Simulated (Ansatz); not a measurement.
## Effect of biaxial strain −1.25 %, plane normal [111], relaxed out of plane on Ag

Base system: Ag in the fcc (Cu type) structure (space group Fm-3m, No. 225; a = 4.104 Å; relaxed with 0.1 eV smearing). Axes: x, y, z lie along the cube axes.

The change: compressive biaxial strain of 1.25 % in the plane normal to [111], as in epitaxy on a mismatched substrate; the out-of-plane cell vector and the atoms relax.

All numbers come from DFT with r2SCAN, PAW potentials and a 500 eV plane-wave cutoff in Ansatz (a first-principles code), no SOC. k-mesh 28×28×28 (Γ-centred); smearing 0.1 eV (Fermi–Dirac).

- Volume per atom = 17.04 Å³ (base 17.28 Å³)
- Space group = R-3m (No. 166) (base Fm-3m (No. 225))
- Shortest interatomic distance = 2.866 Å (base 2.902 Å)
- Energy relative to the base (free energy F) = +3.1 meV/atom
- Pressure (mean of the normal stresses, compression positive) = 1.6 GPa (base 0.0 GPa)
- Band gap = zero (base zero)
- Out-of-plane strain = +1.11 %
- Ratio −ε⊥/ε∥ = 0.89

Final structure (turned so that z lies along the plane normal):

```
CELL_PARAMETERS angstrom
      2.86589     0.00000     0.00000
      1.43295     2.48193     0.00000
      1.43295    -0.82731     2.39590
ATOMIC_POSITIONS crystal
  Ag 0.00000 0.00000 0.00000
```

Stability against distortions was not tested.
